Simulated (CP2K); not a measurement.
Worked example: self-consistent single point of InSb (F-43m, 2 atoms in the cell) in CP2K.

Method: PBE, GPW, TZVP-MOLOPT-SR-GTH basis, GTH-PBE potentials (GTH_POTENTIALS) (CP2K).

The change in words: lattice scaled by 0.98. Reference geometry:
```xyz
2
Lattice="4.5821 0.0000 0.0000 2.2910 3.9682 0.0000 2.2910 1.3227 3.7412" Properties=species:S:1:pos:R:3 pbc="T T T"
In     0.0000     0.0000     0.0000
Sb     2.2910     1.3227     0.9353
```

Reference input (self-consistent single point, DFT PBE, GPW, TZVP-MOLOPT-SR-GTH basis, GTH-PBE potentials (GTH_POTENTIALS)): CUTOFF = 500 Ry; REL_CUTOFF = 60 Ry; SMEAR/METHOD = FERMI_DIRAC; ELECTRONIC_TEMPERATURE = 580.23 K; KPOINTS/SCHEME = MONKHORST-PACK 6 6 6; GAMMA_CENTERED = T; XC_FUNCTIONAL = PBE; In/BASIS_SET = TZVP-MOLOPT-SR-GTH-q13; In/POTENTIAL = GTH-PBE-q13; Sb/BASIS_SET = TZVP-MOLOPT-SR-GTH-q5; Sb/POTENTIAL = GTH-PBE-q5; METHOD = GPW. This run's input differs from it in these lines:

```diff
@@ -63,4 +63,4 @@
     &CELL
-      ABC 4.58205200 4.58205162 4.58205203
-      ALPHA_BETA_GAMMA 60.00000530 60.00000023 59.99999729
+      ABC 4.49041100 4.49041075 4.49041056
+      ALPHA_BETA_GAMMA 60.00000231 60.00000415 60.00000553
       PERIODIC XYZ
```

Output (repeated stretches shortened):

```
 SCF WAVEFUNCTION OPTIMIZATION

  Step     Update method      Time    Convergence         Total energy    Change
     1 NoMix/Diag. 0.20E+00      -     0.77645673       -61.9483908470 -6.19E+01
     2 Broy./Diag. 0.20E+00      -     0.05027636       -61.9866421858 -3.83E-02
     3 Broy./Diag. 0.20E+00      -     0.11377393       -61.8827378806  1.04E-01
     4 Broy./Diag. 0.20E+00      -     0.01465092       -61.8289508588  5.38E-02
     5 Broy./Diag. 0.20E+00      -     0.00304078       -61.8577935765 -2.88E-02
     6 Broy./Diag. 0.20E+00      -     0.00163100       -61.8539298816  3.86E-03
     7 Broy./Diag. 0.20E+00      -     0.00036402       -61.8494067826  4.52E-03
     8 Broy./Diag. 0.20E+00      -     0.00076666       -61.8498509639 -4.44E-04
     9 Broy./Diag. 0.20E+00      -     0.00001739       -61.8503347736 -4.84E-04
    10 Broy./Diag. 0.20E+00      -     0.00002568       -61.8503598503 -2.51E-05
    11 Broy./Diag. 0.20E+00      -     0.00000024       -61.8503716114 -1.18E-05
  *** SCF run converged in    11 steps ***

  Overlap energy of the core charge distribution:               0.00000000284016
  Self energy of the core charge distribution:               -101.90414991614097
  Core Hamiltonian energy:                                     30.67811706263733
  Hartree energy:                                              18.25508370162584
  Exchange-correlation energy:                                 -8.87939895547973
  Electronic entropic energy:                                  -0.00002350693378
  Fermi energy:                                                 0.17507820197646

  Total energy:                                               -61.85037161143745
  Total energy (extrapolated to T->0):                        -61.85035985797057

                     Mulliken Population Analysis

   [... lines left out ...]

 STRESS| Analytical stress tensor [bar]
 STRESS|                        x                   y                   z
 STRESS|      x        7.36508750011E+04  -2.42894262710E-01  -1.71708597285E-01
 STRESS|      y       -2.42894262710E-01   7.36512765101E+04  -1.44152508179E-01
 STRESS|      z       -1.71708597285E-01  -1.44152508179E-01   7.36514577066E+04
 STRESS| 1/3 Trace                                             7.36512030726E+04
```

The run converged in 11 iterations. Against the reference run the free energy goes up by 68.3 meV/atom and the pressure goes from 3.75 to 7.37 GPa.

The starting cell has typed, rounded lattice constants, without a prior relaxation at this level. For this run, on top of that: lattice scaled by 0.98. Values carry the incompleteness of an atom-centred basis. With a pressure of about 7 GPa the cell is away from its equilibrium volume at this level. The run gives no clean gap (levels at the Fermi energy touch, overlap or are partly filled at this smearing), which alone does not show that the compound is a metal.

Cost on one core of a shared machine: roughly 50 s.
